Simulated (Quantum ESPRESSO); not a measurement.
## A series of runs on TiTe (P6_3/mmc, 4 atoms in the cell)

```
TiTe
1.0
    3.62759     0.00000     0.00000
   -1.81380     3.14159     0.00000
    0.00000     0.00000     7.21589
Ti Te
2 2
Direct
  0.00000   0.00000   0.50000
  0.00000   0.00000   0.00000
  0.66667   0.33333   0.25000
  0.33333   0.66667   0.75000
```

Base run A: Quantum ESPRESSO with PBEsol, SSSP 1.1.2 efficiency (PBE) pseudopotentials, self-consistent single point.

Its settings: ecutwfc = 50 Ry; ecutrho = 400 Ry; occupations = smearing; smearing = cold; degauss = 0.019992 Ry; input_dft = pbesol; potentials = {Ti: ti_pbe_v1.4.uspp.F.UPF, Te: Te_pbe_v1.uspp.F.UPF}; K_POINTS = automatic 11 11 5 0 0 0; conv_thr = 1e-10 Ry.

The starting cell comes from a database of computed structures (which also holds hypothetical and non-ambient phases and stackings), without a prior relaxation at this level. Its lattice was rescaled by a random factor within 2.5 % of one. Spin polarisation is off, so a magnetic state, if there is one, cannot be reached.

Runs:
- B: input_dft: pbesol → default; pseudopotentials: {Ti: ti_pbe_v1.4.uspp.F.UPF, Te: Te_pbe_v1.uspp.F.UPF} → {Ti: ti_lda_v1.4.uspp.F.UPF, Te: te_lda_v1.uspp.F.UPF} [LDA (PZ)]
- C: input_dft: pbesol → blyp [BLYP]
- D: input_dft: pbesol → wc [Wu-Cohen GGA]
- E: input_dft: pbesol → vdw-df2 [vdW-DF2]
- F: input_dft: pbesol → vdw-df-cx [vdW-DF-cx]
- G: input_dft: pbesol → rvv10 [rVV10]

```json
[
 {"run": "A", "pressure (GPa)": "-0.15"},
 {"run": "B", "pressure (GPa)": "[?]"},
 {"run": "C", "pressure (GPa)": "10.36"},
 {"run": "D", "pressure (GPa)": "[?]"},
 {"run": "E", "pressure (GPa)": "[?]"},
 {"run": "F", "pressure (GPa)": "0.78"},
 {"run": "G", "pressure (GPa)": "6.94"}
]
```

### Question
Complete the blanks.

### Answer

- B, pressure (GPa): -2.86
- D, pressure (GPa): 0.45
- E, pressure (GPa): 13.60

Left out of this page: 3 runs of the series held back from this collection.
